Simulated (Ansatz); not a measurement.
Consider PbS in the rock salt structure (space group Fm-3m, No. 225; a = 5.974 Å). Axes: x, y, z lie along the cube axes.

Calculations: r2SCAN (Ansatz, a first-principles code), without spin-orbit coupling.

For the base:

| Property | Value |
|---|---|
| Valley order | L along ⟨111⟩ 0.69 eV; a point along ⟨110⟩, about 0.6 Å⁻¹ from Γ 1.58 eV |
| Pressure | 0.01 GPa |
| Shortest interatomic distance | 2.987 Å |

Now apply this change: uniaxial strain ε_yy = −0.50 %, all other strain components held at zero; the atoms relax in the strained cell.

**Question.** How does this affect the valley order, pressure and shortest interatomic distance?

**Answer.** The valley order (the lowest conduction-band minima on the path, energy above the VBM, named in the base's zone) goes from L along ⟨111⟩ 0.69 eV; a point along ⟨110⟩, about 0.6 Å⁻¹ from Γ 1.58 eV to L along [1-11] 0.67 eV; a point along [101], about 0.6 Å⁻¹ from Γ 1.56 eV; the pressure (mean of the normal stresses, compression positive) rises by 0.297 GPa (0.01 GPa → 0.30 GPa); the shortest interatomic distance drops by 0.015 Å to 2.972 Å.

With Pb present, leaving out spin-orbit coupling can change the band edges. The levels and masses belong to the bands next to the band gap. Stability against distortions was not tested.
